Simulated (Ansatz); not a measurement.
Ansatz (an electronic-structure program) run on VW3 (I4mm, 4 atoms in the cell): self-consistent single point.

Method of the run: LDA (PW92), default PAW files made with PBE (plane waves; Ansatz).

The change in words: lattice scaled by 0.98; kpoints.mp_grid.grid: 9 9 9 → 7 7 7; scf.occupations.width: 0.1 eV → 0.05 eV. Reference geometry:
```yaml
crystal:
  lattice:
    - [0.00000, 3.10949, 3.10949]
    - [3.10949, 0.00000, 3.10949]
    - [3.10949, 3.10949, 0.00000]
  atoms:
    - { symbol: V, position: [0.00804, 0.00804, 0.99196] }
    - { symbol: W, position: [0.25000, 0.25000, 0.25000] }
    - { symbol: W, position: [0.75000, 0.75000, 0.75000] }
    - { symbol: W, position: [0.50000, 0.50000, 0.50000] }
```

Reference input (self-consistent single point, DFT, LDA (PW92), plane waves, default PAW files made with PBE): basis.ecutwfc = 420 eV; kpoints.mp_grid.grid = 9 9 9; hamiltonian.xc = lda; hamiltonian.pseudopotentials = {kind: paw} (the program's default PAW files); scf.occupations.method = gaussian; scf.occupations.width = 0.1 eV. This run's input differs from it in these lines:

Ansatz 0.2 input:
```diff
@@ -2,5 +2,5 @@
   lattice:
-    - [0.000000, 3.109489, 3.109489]
-    - [3.109489, 0.000000, 3.109489]
-    - [3.109489, 3.109489, 0.000000]
+    - [0.000000, 3.047299, 3.047299]
+    - [3.047299, 0.000000, 3.047299]
+    - [3.047299, 3.047299, 0.000000]
   atoms:
@@ -14,3 +14,3 @@
   mp_grid:
-    grid: [9, 9, 9]
+    grid: [7, 7, 7]
 hamiltonian:
@@ -22,3 +22,3 @@
     method: gaussian
-    width: 0.1
+    width: 0.05
 output:
```

The program printed (abridged):

```
SCF iter   1: F=—  HF=-33250.242556 eV  |F-HF|=—  |Δ(HF+E_count)|=         —  Δρ=6.90e-3  dr2=2.84e-2  ethr=1.77e-3  ⟨swp⟩=4.8  Hψ=5148  notcnv=0
all-band conjugate gradients solve this SCF's bands
preconditioner: auto → Kerker (q_TF=auto, 2.715 Å⁻¹)
SCF iter   2: F=—  HF=-33250.239311 eV  |F-HF|=—  |Δ(HF+E_count)|=   3.24e-3  Δρ=3.84e-3  dr2=7.31e-3  ethr=5.17e-5  ⟨swp⟩=1.6  Hψ=1700  notcnv=0  defer=20
   [... lines left out ...]
SCF iter   4: F=—  HF=-33250.238266 eV  |F-HF|=—  |Δ(HF+E_count)|=   1.39e-5  Δρ=6.77e-5  dr2=3.01e-6  ethr=1.43e-7  ⟨swp⟩=2.1  Hψ=1705  notcnv=0  defer=20
iter 5 did not close the SCF: its close was put off for the readings that it lacked (scf_convergence_deferred on its scf_iter line)
SCF iter   5: F=-33250.238265 eV  HF=-33250.238265 eV  |F-HF|=2.52e-8  |Δ(HF+E_count)|=   2.65e-7  Δρ=1.28e-5  dr2=4.97e-8  ethr=5.47e-9  ⟨swp⟩=2.2  Hψ=1759  notcnv=0  defer=20
SCF iter   6: F=-33250.238265 eV  HF=-33250.238265 eV  |F-HF|=5.82e-10  |Δ(HF+E_count)|=   6.86e-9  Δρ=2.46e-6  dr2=1.91e-9  ethr=9.04e-11  ⟨swp⟩=6.1  Hψ=5201  notcnv=0
SCF 1 converged in 6 iterations: F = -33250.238265 eV  dr2 = 1.91e-9
Free energy (F): -33250.238265 eV
Internal energy: -33250.231972 eV  (E = F + TS)
E sigma→0 (E₀):  -33250.235119 eV
Entropy (-TS):   -0.006294 eV (-1.573 meV/atom)
Fermi energy:    22.559432 eV
--- Forces (eV/Å), atoms counted from 1 ---
  atom   1  V      0.00000000     0.00000000    -0.71746317
  atom   2  W      0.00000000    -0.00000000     0.29951198
  atom   3  W      0.00000000     0.00000000     0.29951198
  atom   4  W      0.00000000     0.00000000     0.11842534
--- Stress (GPa, compression-positive) ---
       12.633656       0.000000      -0.000000
        0.000000      12.633656       0.000000
       -0.000000       0.000000      12.852166
  P = ⅓ Tr σ = 12.7065 GPa (127.065 kbar)
  The stress holds the Pulay correction. Without it, at fixed plane waves, as pw.x and ABINIT print it: P = 12.6531 GPa
```

The run converged in 6 iterations. Against the reference run the free energy rises by 22.5 meV/atom, the pressure goes from -6.81 to 12.71 GPa and the largest force goes from 0.660 to 0.717 eV/Å. The full log also holds: “iter 5 did not close the SCF: its close was put off for the readings that it lacked (scf_convergence_deferred on its scf_iter line)”.

The starting cell comes from a database of computed structures (which also holds hypothetical and non-ambient phases and stackings), without a prior relaxation at this level. Its lattice was rescaled by up to half a per cent. One atom was moved a little off its site on purpose. For this run, on top of that: lattice scaled by 0.98. Spin polarisation is off. With a pressure of about 13 GPa the cell is away from its equilibrium volume at this level. Ansatz's pressure includes its estimate of the finite-basis (Pulay) stress.
